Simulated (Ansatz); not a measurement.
Base system: HfSi2 (space group Cmcm, No. 63; a = 3.650 Å, b = 14.350 Å, c = 3.635 Å).

The change: cell and atoms relaxed at a pressure of 15 GPa.

Levels (all Ansatz, a quantum-chemistry and plane-wave program, PAW): PBEsol (420 eV, without spin-orbit coupling); PBEsol+SOC (420 eV, spin-orbit coupling included).

The geometry is relaxed with PBEsol.

```
Property            Value
---------------  --------
PBEsol pressure  15.0 GPa
```

Q: How does going to PBEsol+SOC change the pressure?

A: The pressure decreases by 0.3 GPa to 14.7 GPa.

Single points use the geometry relaxed with PBEsol. The spin-orbit shifts are approximate. Load acts through the strain it causes; cell and atoms are relaxed under it. Whether these cells are dynamically stable was not tested. Competing high-pressure phases were not computed. The runs without spin-orbit coupling are not spin-polarised.
